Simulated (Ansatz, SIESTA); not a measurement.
**ZrNi2P2 (P1, 5 atoms in the cell) computed with different codes at matched settings**

Self-consistent single point, at a second geometry (atoms moved at random). First geometry:

```
CELL_PARAMETERS angstrom
     -1.88834     1.88834     4.87944
      1.88834    -1.88834     4.87944
      1.88834     1.88834    -4.87944
ATOMIC_POSITIONS crystal
  Zr 0.00000 0.00000 0.00000
  Ni 0.25000 0.75000 0.50000
  Ni 0.75000 0.25000 0.50000
  P  0.61774 0.61774 0.00000
  P  0.38226 0.38226 0.00000
```

Second geometry:
```
CELL_PARAMETERS angstrom
     -1.88834     1.88834     4.87944
      1.88834    -1.88834     4.87944
      1.88834     1.88834    -4.87944
ATOMIC_POSITIONS crystal
  Zr 0.00882 0.98990 0.99091
  Ni 0.24877 0.74522 0.50768
  Ni 0.74146 0.23849 0.47699
  P  0.61617 0.62996 0.01862
  P  0.38478 0.39643 0.00580
```

Shared settings, as Ansatz (a quantum-chemistry and plane-wave program) writes them: kpoints.mp_grid.grid = 8 8 8; scf.occupations.method = gaussian; scf.occupations.width = 0.02 Ry. Potentials and cutoffs stand in the table.

```json
[
 {"code": "SIESTA", "model": "LDA PW92, numerical atomic orbitals TZP, PseudoDojo LDA standard norm-conserving potentials (rewritten from UPF to PSML)", "ΔF from the first geometry (meV/atom)": "38.2", "pressure (GPa)": "-20.25", "largest force (eV/Å)": "1.854", "cutoff": "grid 300 Ry"},
 {"code": "Ansatz", "model": "LDA (PW92), PAW files made with PBE", "ΔF from the first geometry (meV/atom)": "33.7", "pressure (GPa)": "-18.29", "largest force (eV/Å)": "1.619", "cutoff": "default"}
]
```

Size of the force on each atom (eV/Å): Sizes of forces hide their directions.

| code | Zr1 | Ni2 | Ni3 | P4 | P5 |
|---|---|---|---|---|---|
| SIESTA | 0.478 | 0.372 | 0.644 | 1.792 | 1.854 |
| Ansatz | 0.485 | 0.311 | 0.604 | 1.587 | 1.619 |

On Ansatz's run: spin polarisation is off, so a magnetic state, if there is one, cannot be reached.

The spread over the programs that give each value: ΔF from the first geometry within 4.5 meV/atom; pressure within 1.96 GPa; largest force within 0.235 eV/Å.

SIESTA uses small atom-centred bases, whose incompleteness enters pressures, forces and empty levels differently from a plane-wave cutoff. Ansatz's pressure is given at a fixed set of plane waves, as the other plane-wave codes print theirs; with its correction for the finite basis it is -18.25 GPa.

The starting cell comes from a database of computed structures (which also holds hypothetical and non-ambient phases and stackings), without a prior relaxation at this level. Its lattice was rescaled by a random factor within 2.5 % of one. For this run, on top of that: atoms moved at random.

Keys are those of Ansatz 0.2.
